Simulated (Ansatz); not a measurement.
Data:

```xyz
2
Lattice="0.0000 3.0409 3.0409 3.0409 0.0000 3.0409 3.0409 3.0409 0.0000" Properties=species:S:1:pos:R:3 pbc="T T T"
Se     1.5204     1.5204     1.5204
Cd     0.0000     0.0000     0.0000
```

A single point on HgSe with a change (Hg → Cd), its geometry relaxed with PBEsol.

Computed with PBEsol, PAW, 420 eV (Ansatz, a quantum-chemistry and plane-wave program; noncollinear with spin-orbit coupling). Γ-centred 9×9×9 mesh, Fermi–Dirac width 0.05 eV.

### Question
Estimate the hole mass (degenerate bands, along [100]).

### Answer
0.054, 0.64 mₑ (at Γ).

### Question
Predict the valence-band top at Γ (three highest Kramers pairs, from the VBM).

### Answer
0.00, 0.00, -0.37 eV.

### Question
What is the computed pressure?

### Answer
-0.04 GPa.

Single points use the geometry relaxed with PBEsol. The levels and masses belong to the bands next to the band gap. Masses are band curvatures over ±0.01 Å⁻¹ around the edge. Whether these cells are dynamically stable was not tested. The cell was made from HgSe by this change: Hg → Cd.
